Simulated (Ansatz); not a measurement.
Consider TaP (space group P-6m2, No. 187; a = 3.2828 Å, c = 3.3158 Å; a cell from a computed database, its experimental status unchecked; relaxed with 0.1 eV smearing). Axes: x lies along a and z along c of the hexagonal cell.

The change: a pure shear with ε_xy = ε_yx = -0.0158; the atoms relax in the strained cell.

Levels (all Ansatz, a first-principles code, PAW): PBEsol (420 eV, scalar-relativistic without spin-orbit coupling); PBEsol+SOC (420 eV, with spin-orbit coupling).

The geometry is relaxed with PBEsol.

| Item | Value |
|---|---|
| PBEsol pressure | 0.1 GPa |

### Question
What does PBEsol+SOC give at this geometry for the pressure?

### Answer
The pressure shrinks by 0.2 GPa, from 0.1 GPa to -0.1 GPa.

Single points use the geometry relaxed with PBEsol. Differences between runs with and without spin-orbit coupling are approximate. No phonon test of stability was made. The runs without spin-orbit coupling are not spin-polarised.
